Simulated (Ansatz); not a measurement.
We consider L1₀ (CuAu-type) TiAl, described by PBEsol-D3(BJ) (Ansatz, a first-principles code, PAW).

Run with plane-wave cutoff 520 eV, 20×20×14 k mesh (along the axes of the cell as run), Fermi–Dirac smearing 0.05 eV, no spin polarisation, scalar-relativistic PAW data made under PBE.

Computed points:

```csv
V (Å³/atom),E − E_lowest (meV/atom)
14.532,10.51
14.835,2.54
15.137,0.00
15.440,2.38
15.743,9.23
```

### Question
What bulk modulus B0 and pressure derivative B′ does a third-order Birch–Murnaghan fit give?

### Answer
V0 = 15.137 Å³/atom, B0 = 130 GPa, B′ = 3.8 (fit to the energies at full precision).

Shape and atoms are relaxed at each volume.

Note: the bulk modulus comes from volumes at which shape and atoms were relaxed.
